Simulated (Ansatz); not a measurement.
Worked calculations on one periodic cell of amorphous Ti$_{20}$O$_{42}$Sn: Ti20O42Sn, 63 atoms, volume 782.1 Å³, made by a melt-quench on the CHGNet potential and relaxed with DFT. O atoms were pushed apart under 1.9 Å during the dynamics, to hinder bonds among them. It is a model cell: composition and starting density were chosen by hand, and all elements were melted together. Cycles of charging were run to anneal it. Method: PBE, scalar-relativistic without spin-orbit coupling (plane waves to 420 eV, PAW; Ansatz, a quantum-chemistry and plane-wave program). Sampling: a 2×2×2 Γ-centred mesh; Fermi-Dirac width 0.02 eV; no spin polarisation. Its volume was relaxed, its shape was free, and it stands at a mean pressure of 0.0 GPa with stress components up to 0.1 GPa; the relaxation ran on the zone centre alone. Its density went from a set 3.73 to 3.71 g/cm³. The cell is small and was quenched far faster than a real film, so it is one sample of the glass.

Task: Count formal charges (Ti +4, O -2, Sn +4). What does the count lead one to expect at the Fermi level, and what does the calculation give?

Result: 20 × (+4) + 42 × (-2) + 1 × (+4) = 0. The charges balance, so the anion-derived valence states can be full and a gap can open. On this mesh the highest filled and lowest empty level lie 2.29 eV apart, the PBE gap of this cell, with a localised state at one edge or both.

Four energies for a hole at PBE on the zone centre alone (charged cells in a uniform background, spin-polarised): neutral at the neutral geometry -79923.623 eV; charged at the neutral geometry -79930.175 eV; charged and relaxed -79930.604 eV; neutral at the charged geometry -79922.890 eV.

Task: Find the two relaxation energies and their sum, the reorganisation energy.

Result: On charging: -79930.175 − (-79930.604) = 0.429 eV. On discharging: -79922.890 − (-79923.623) = 0.733 eV. The sum is 1.162 eV. The carrier's level spreads over 4 of the 63 atoms' worth, so it counts as localised, most on one O atom with neighbours Ti 1.89 Å, Ti 2.01 Å, Ti 2.11 Å (neutral geometry). The values are uncorrected: the image energy of a point charge in this cell, 2.84 × 14.40 / (2 × 9.2) = 2.2 eV before screening, is screened by electrons alone at the fixed geometry and by ions too after relaxing, and the carrier can be spread before it relaxes, so each term can be off by up to that value times 1/ε∞, some tenths of an eV. PBE's self-interaction favours spread-out carriers, so a hybrid can localise more.
